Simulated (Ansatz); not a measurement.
Pressure series in MgS

The reference is MgS in the rock salt structure (space group Fm-3m, No. 225; a = 5.2297 Å).

Cell and atoms are relaxed at each pressure.

Level of theory: PBE (Ansatz, an electronic-structure program; PAW; 420 eV plane waves; no SOC).

```tsv
pressure (GPa)	volume per atom (Å³/atom)
-2	18.399
-1	18.129
0	17.879
0.7	17.714
1.5	17.534
3	?
5	16.840
7.5	16.417
10	16.041
```

### Question
Fit the third-order Birch–Murnaghan form P(V) = (3B₀/2)[(V₀/V)^(7/3) − (V₀/V)^(5/3)]·[1 + (3/4)(B₀′ − 4)((V₀/V)^(2/3) − 1)] (squares taken in P) to the rows shown and predict the withheld row.

### Answer
Least squares on the printed values gives V₀ = 17.879 Å³/atom, B₀ = 74.0 GPa, B₀′ = 4.1; this predicts 17.219 Å³/atom, and the run gives 17.219 Å³/atom, in agreement.

Measured bulk modulus of MgS: 81 GPa (static lattice; corrected from measurement; as listed in Tamar Goldzak et al., The Journal of Chemical Physics (2022)); the computed value is 9 % below it.

Load acts through the strain it causes; cell and atoms are relaxed under it. No phonon test of stability was made. No other phases were tried under pressure. The base started in P3_121 and relaxed to Fm-3m at this level.
